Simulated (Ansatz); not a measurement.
Output of an Ansatz run (abridged):

```
WARN the atoms were moved onto the symmetric positions of the space group found under crystal.symmetry.tolerance 1.0e-5 (fractional …
WARN ansatz: RAYON_NUM_THREADS=1 ignored (pool sized by the plan → 1); use --threads N
Pseudopotentials: kind: paw
Pseudopotential: Nb, paw, valence charge 13
Pseudopotential: Si, paw, valence charge 4
Crystal: 16 atoms, lattice volume = 258.160 Å³
Basis set: ecut = 420 eV, 5129 PW (Γ)
Bands: 93, of which v1, the nominal top of the filled ones, is band 77 counted from 1 (76 counted from 0)
Symmetry: 24 space group operations
Space group: P63/mcm (ITA 193), of the structure as read, at distance tolerance 6.4e-5 Å
k-points: 12 of 80
PAW frozen core: Nb, regenerated for the run's functional, and the local potential with it
PAW frozen core: Si, regenerated for the run's functional, and the local potential with it
Initial density: superposition of atomic densities (neutral atoms: chi_scale 0, normalization atom), corrected by the library's trained network
Initial wavefunctions: pseudopotential atomic-orbital guess
Eigensolver: davidson
Functional: x = slater, c = lda
SCF iter   1: F=—  HF=-48087.699195 eV  |F-HF|=—  |Δ(HF+E_count)|=         —  Δρ=6.78e-3  dr2=9.42e-2  ethr=1.77e-3  ⟨swp⟩=5.7  Hψ=4277  notcnv=0
all-band conjugate gradients solve this SCF's bands
preconditioner: auto → Kerker (q_TF=auto, 2.503 Å⁻¹)
SCF iter   2: F=—  HF=-48087.684090 eV  |F-HF|=—  |Δ(HF+E_count)|=   1.51e-2  S|Δr|=    0.00e0  Δρ=3.82e-3  dr2=3.51e-2  ethr=6.12e-5  ⟨swp⟩=1.7  Hψ=1363  notcnv=0
SCF iter   3: F=—  HF=-48087.676950 eV  |F-HF|=—  |Δ(HF+E_count)|=   7.14e-3  S|Δr|=    0.00e0  Δρ=5.37e-4  dr2=1.10e-3  ethr=2.28e-5  ⟨swp⟩=2.1  Hψ=1282  notcnv=0
SCF iter   4: F=—  HF=-48087.676672 eV  |F-HF|=—  |Δ(HF+E_count)|=   2.78e-4  S|Δr|=    0.00e0  Δρ=1.64e-4  dr2=9.28e-5  ethr=7.16e-7  ⟨swp⟩=2.0  Hψ=1359  notcnv=0
SCF iter   5: F=—  HF=-48087.676634 eV  |F-HF|=—  |Δ(HF+E_count)|=   3.82e-5  S|Δr|=    0.00e0  Δρ=3.57e-5  dr2=4.90e-6  ethr=6.02e-8  ⟨swp⟩=2.0  Hψ=1325  notcnv=0
SCF iter   6: F=—  HF=-48087.676633 eV  |F-HF|=—  |Δ(HF+E_count)|=   9.98e-7  S|Δr|=    0.00e0  Δρ=8.50e-6  dr2=2.75e-7  ethr=3.18e-9  ⟨swp⟩=2.0  Hψ=1379  notcnv=0
SCF iter   7: F=-48087.676633 eV  HF=-48087.676633 eV  |F-HF|=1.27e-9  |Δ(HF+E_count)|=   5.95e-8  S|Δr|=    0.00e0  Δρ=1.45e-6  dr2=5.07e-9  ethr=6.49e-11  ⟨swp⟩=10.1  Hψ=4312  notcnv=0
SCF 1 converged in 7 iterations: F = -48087.676633 eV  dr2 = 5.07e-9
SCF converged after 7 iterations
Stability not checked (fill_not_monotonic)
Free energy (F): -48087.676633 eV
Harris-Foulkes:  -48087.676633 eV  (|F-HF|=1.27e-9)
Internal energy: -48087.667729 eV  (E = F + TS)
E sigma→0 (E₀):  -48087.674407 eV
Entropy (-TS):   -0.008904 eV (-0.556 meV/atom)
Fermi energy:    15.824720 eV
--- Per-component energies (eV) ---
  E_band       = -748.097341
  E_kinetic    = 4210.549213
  E_local      = -8173.460436  (includes V_loc(G=0)·N_el)
  E_nonlocal   = 1399.077031
  E_hartree    = 2682.211167
  E_xc         = -2084.912954
  E_vxc        = -2424.471224  (∫ρ·V_xc dr)
  E_paw        = -32567.163973  (= ΣΔE_a)
  E_vpaw       = -1124.214764  (= ΣTr[D̂ρ^β])
  E_aug_tail   = 0.000087  (compensation charges beyond the density's cutoff)
  E_ewald      = -13558.730791
  E_core_change = 4.762928  (= ΣΔE_core)
  E_smearing   = -0.008904  (= −TS)
  E_closure    = 0.000000  (closes the sum)
  Σ components = -48087.676633   (vs F -48087.676633, Δ=0.00e0)
--- Forces (eV/Å), atoms counted from 1 ---
  atom   1  Nb     0.17436122     0.00000000     0.00000000
  atom   2  Nb     0.08718061     0.15100125     0.00000000
  atom   3  Nb    -0.08718061     0.15100125     0.00000000
  atom   4  Nb    -0.17436122     0.00000000     0.00000000
  atom   5  Nb    -0.08718061    -0.15100125     0.00000000
  atom   6  Nb     0.08718061    -0.15100125     0.00000000
  atom   7  Si    -0.24802457     0.00000000     0.00000000
  atom   8  Si    -0.12401228    -0.21479558     0.00000000
  atom   9  Si     0.12401228    -0.21479558     0.00000000
  atom  10  Si     0.24802457     0.00000000     0.00000000
  atom  11  Si     0.12401228     0.21479558     0.00000000
  atom  12  Si    -0.12401228     0.21479558     0.00000000
  atom  13  Nb     0.00000000     0.00000000     0.00000000
  atom  14  Nb     0.00000000    -0.00000000     0.00000000
  atom  15  Nb    -0.00000000    -0.00000000     0.00000000
  atom  16  Nb    -0.00000000     0.00000000     0.00000000
  max |Σ_I F_I| component: 2.36e-16 eV/Å
--- Stress (GPa, compression-positive) ---
       -5.675799       0.000000       0.000000
        0.000000      -5.675799       0.000000
        0.000000       0.000000      -6.030561
  P = ⅓ Tr σ = -5.7941 GPa (-57.941 kbar)
  The stress holds the Pulay correction. Without it, at fixed plane waves, as pw.x and ABINIT print it: P = -5.8245 GPa
--- Band table (eV; the first three rows and the last of 12) ---
  k-point 0: bands = ["-38.8479", "-38.8090", "-38.8090", "-38.7878", "-38.7842", "-38.7842", "-38.6712", "-38.6621", "-38.4022", "-38.4016", "-15.7214", "-15.7210", "-15.2144", "-15.2144", "-15.1290", "-15.1022", "-15.1022", "-15.0638", "-15.0327", [...]
  k-point 1: bands = ["-38.8414", "-38.8066", "-38.8066", "-38.7931", "-38.7866", "-38.7866", "-38.6461", "-38.6388", "-38.4282", "-38.4281", "-15.5614", "-15.5613", "-15.2295", "-15.2295", "-15.1298", "-15.1298", "-15.1040", "-15.0641", "-15.0190", [...]
  k-point 2: bands = ["-38.8254", "-38.8072", "-38.8004", "-38.8004", "-38.7928", "-38.7928", "-38.5799", "-38.5759", "-38.4966", "-38.4953", "-15.2306", "-15.2306", "-15.1906", "-15.1906", "-15.1810", "-15.1575", "-15.0732", "-15.0084", "-14.9977", [...]
  k-point 11: bands = ["-38.8212", "-38.8054", "-38.8031", "-38.8017", "-38.7940", "-38.7939", "-38.5784", "-38.5770", "-38.4962", "-38.4957", "-15.2050", "-15.2045", "-15.1745", "-15.1743", "-15.1201", "-15.1019", "-15.0796", "-15.0731", [...]
```

The structure:

```
CELL_PARAMETERS angstrom
      7.53600     0.00000     0.00000
     -3.76800     6.52637     0.00000
      0.00000     0.00000     5.24900
ATOMIC_POSITIONS crystal
  Nb 0.25000 0.00000 0.25000
  Nb 0.25000 0.25000 0.75000
  Nb 0.00000 0.25000 0.25000
  Nb 0.75000 0.00000 0.75000
  Nb 0.75000 0.75000 0.25000
  Nb 0.00000 0.75000 0.75000
  Si 0.61000 0.00000 0.25000
  Si 0.61000 0.61000 0.75000
  Si 0.00000 0.61000 0.25000
  Si 0.39000 0.00000 0.75000
  Si 0.39000 0.39000 0.25000
  Si 0.00000 0.39000 0.75000
  Nb 0.33333 0.66667 0.00000
  Nb 0.66667 0.33333 0.50000
  Nb 0.66667 0.33333 0.00000
  Nb 0.33333 0.66667 0.50000
```

Question: Write an input that gives this output.

Answer: Other spellings and defaults could give the same log, and not every line can be read from it. The input that was run (DFT, LDA (PW92), plane waves, default PAW files made with PBE):

Ansatz 0.2 input:
```yaml
crystal:
  lattice:
    - [7.536000, 0.000000, 0.000000]
    - [-3.768000, 6.526367, 0.000000]
    - [0.000000, 0.000000, 5.249000]
  atoms:
    - { symbol: Nb, position: [0.250000, 0.000000, 0.250000] }
    - { symbol: Nb, position: [0.250000, 0.250000, 0.750000] }
    - { symbol: Nb, position: [0.000000, 0.250000, 0.250000] }
    - { symbol: Nb, position: [0.750000, 0.000000, 0.750000] }
    - { symbol: Nb, position: [0.750000, 0.750000, 0.250000] }
    - { symbol: Nb, position: [0.000000, 0.750000, 0.750000] }
    - { symbol: Si, position: [0.610000, 0.000000, 0.250000] }
    - { symbol: Si, position: [0.610000, 0.610000, 0.750000] }
    - { symbol: Si, position: [0.000000, 0.610000, 0.250000] }
    - { symbol: Si, position: [0.390000, 0.000000, 0.750000] }
    - { symbol: Si, position: [0.390000, 0.390000, 0.250000] }
    - { symbol: Si, position: [0.000000, 0.390000, 0.750000] }
    - { symbol: Nb, position: [0.333333, 0.666667, 0.000000] }
    - { symbol: Nb, position: [0.666667, 0.333333, 0.500000] }
    - { symbol: Nb, position: [0.666667, 0.333333, 0.000000] }
    - { symbol: Nb, position: [0.333333, 0.666667, 0.500000] }
basis:
  ecutwfc: 420.0
kpoints:
  mp_grid:
    grid: [4, 4, 5]
hamiltonian:
  xc: lda
  pseudopotentials:
    kind: paw
scf:
  occupations:
    method: methfessel_paxton
    width: 0.1
output:
  forces: true
  eigenvalues: true
  stress: true
```

The starting cell comes from a database of published, mostly measured structures (it also holds non-ambient and calculated ones), without a prior relaxation at this level. Spin polarisation is off. With a pressure of about -6 GPa the cell is away from its equilibrium volume at this level. Ansatz's pressure includes its estimate of the finite-basis (Pulay) stress.

Ansatz is a program for electronic structure.
